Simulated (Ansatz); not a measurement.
## Pressure series in hypothetical I4_132 As

The reference is As (space group I4_132, No. 214; a = 6.994 Å; a hypothetical phase, not in the database extracts checked).

Cell and atoms are relaxed at each pressure.

Calculations: Ansatz (a quantum-chemistry and plane-wave program) PBE, no SOC.

Notes on the quantities. enthalpy: H = E + PV relative to the base's energy.

| case | enthalpy | shortest interatomic distance |
|---|---|---|
| base | – | 2.473 Å |
| pressure −2 GPa | -0.55 eV/atom | 2.537 Å |
| pressure −1 GPa | -0.27 eV/atom | 2.502 Å |
| pressure 0.3 GPa | +0.08 eV/atom | 2.464 Å |
| pressure 0.7 GPa | +0.18 eV/atom | 2.454 Å |
| pressure 1.5 GPa | +0.39 eV/atom | (withheld) |
| pressure 3 GPa | +0.77 eV/atom | (withheld) |
| pressure 5 GPa | +1.24 eV/atom | 2.367 Å |
| pressure 7.5 GPa | +1.82 eV/atom | 2.329 Å |
| pressure 10 GPa | +2.36 eV/atom | 2.294 Å |

Question: Some entries are withheld; estimate them.

Answer: 
- pressure 1.5 GPa, shortest interatomic distance: 2.434 Å
- pressure 3 GPa, shortest interatomic distance: 2.403 Å

Load acts through the strain it causes; cell and atoms are relaxed under it. No phonon test of stability was made. Competing high-pressure phases were not computed.
